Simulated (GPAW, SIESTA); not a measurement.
A GPAW input for a self-consistent single point of ScIn₃ (Pm-3m, 4 atoms in the cell) (DFT LDA (Perdew-Wang 92), plane waves, GPAW PAW datasets LDA (gpaw-data 1.0.1)):

```python
from ase import Atoms
from ase.units import GPa
from gpaw import GPAW, PW, FermiDirac

atoms = Atoms(['Sc', 'In', 'In', 'In'],
              cell=[[4.495690, 0.000000, 0.000000],
                    [0.000000, 4.495690, 0.000000],
                    [0.000000, 0.000000, 4.495690]],
              positions=[[0.000000, 0.000000, 0.000000],
                         [0.000000, 2.247845, 2.247845],
                         [2.247845, 0.000000, 2.247845],
                         [2.247845, 2.247845, 0.000000]],
              pbc=True)

calc = GPAW(mode=PW(800),
            xc='LDA',
            kpts={'size': (6, 6, 6), 'gamma': True},
            occupations=FermiDirac(0.1),
            nbands=-10,
            symmetry={'symmorphic': False, 'tolerance': 0.0005},
            maxiter=100)

atoms.calc = calc

energy = atoms.get_potential_energy()
print('Energy (eV):', round(energy, 6))
forces = atoms.get_forces()
print('Forces (eV/Ang):')
print(forces.round(5))
stress = atoms.get_stress()
print('Stress (GPa, Voigt):', (stress / GPa).round(4))
```

Problem. Translate this input to SIESTA.

Solution. This is the input that was run; spellings and numerical settings could be chosen otherwise.

```
# files in the folder: Sc.psml In.psml (PseudoDojo LDA standard)
SystemName  ScIn3
SystemLabel scin3

NumberOfAtoms                4
NumberOfSpecies              2
%block ChemicalSpeciesLabel
  1 21 Sc
  2 49 In
%endblock ChemicalSpeciesLabel
LatticeConstant              1.0 Ang
%block LatticeVectors
     4.495690000    0.000000000    0.000000000
     0.000000000    4.495690000    0.000000000
     0.000000000    0.000000000    4.495690000
%endblock LatticeVectors
AtomicCoordinatesFormat      ScaledCartesian
%block AtomicCoordinatesAndAtomicSpecies
     0.000000000    0.000000000    0.000000000  1
     0.000000000    2.247845000    2.247845000  2
     2.247845000    0.000000000    2.247845000  2
     2.247845000    2.247845000    0.000000000  2
%endblock AtomicCoordinatesAndAtomicSpecies

XC.functional                LDA
XC.authors                   PW92
PAO.BasisSize                TZP
PAO.EnergyShift              0.01 Ry
MeshCutoff                   300 Ry
%block kgrid.MonkhorstPack
    6   0   0  0.0
    0   6   0  0.0
    0   0   6  0.0
%endblock kgrid.MonkhorstPack
OccupationFunction           FD
ElectronicTemperature        1160.45 K

MaxSCFIterations             150
SCF.Mixer.Method             Pulay
SCF.Mixer.Weight             0.2
SCF.Mixer.History            6
SCF.DM.Tolerance             1.0E-04
Diag.ParallelOverK           true
WriteForces                  true
```

Basis, cutoffs, solver keys and any potentials are the target program's own. This input uses DFT, LDA PW92, numerical atomic orbitals TZP, PseudoDojo LDA standard norm-conserving potentials (rewritten from UPF to PSML). LDA parametrisations can differ slightly between programs. Both were run: pressure -4.47 GPa in GPAW and -4.50 in SIESTA.

On GPAW: the starting cell comes from a database of computed structures (which also holds hypothetical and non-ambient phases and stackings), without a prior relaxation at this level. With a pressure of about -4 GPa the cell is away from its equilibrium volume at this level.

On SIESTA: the starting cell comes from a database of computed structures (which also holds hypothetical and non-ambient phases and stackings), without a prior relaxation at this level. Values carry the incompleteness of an atom-centred basis. With a pressure of about -5 GPa the cell is away from its equilibrium volume at this level.
